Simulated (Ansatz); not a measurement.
The parent structure is ZnO in the wurtzite structure (space group P6_3mc, No. 186; a = 3.2308 Å, c = 5.2158 Å). Axes: x lies along a and z along c of the hexagonal cell.

One thing is altered: uniaxial stress, 8 GPa compression along x; all other stress components relax to zero.

Levels (all Ansatz, an electronic-structure program, PAW, earlier PAW set): PBEsol (420 eV, scalar-relativistic without spin-orbit coupling); r2SCAN (500 eV, without spin-orbit coupling).

The geometry is relaxed with PBEsol.

* **PBEsol band gap**: 0.56 eV
* **PBEsol pressure**: 26.7 kbar
* **PBEsol electron mass**: 0.12 mₑ along x, 0.14 mₑ along y, 0.13 mₑ along z (at Γ)

With r2SCAN at the same geometry, the band gap goes up by 0.546 eV, from 0.56 eV to 1.10 eV; the pressure goes up by 4.0 kbar (26.7 kbar → 30.7 kbar); the electron mass goes from 0.12 mₑ along x, 0.14 mₑ along y, 0.13 mₑ along z (at Γ) to 0.18 mₑ along z, 0.19 mₑ across (at Γ).

Single points use the geometry relaxed with PBEsol. Their cutoffs differ, which shifts pressures a little. Load acts through the strain it causes; cell and atoms are relaxed under it. Masses are band curvatures over ±0.01 Å⁻¹ around the edge. Stability under load was not tested beyond the relaxation.
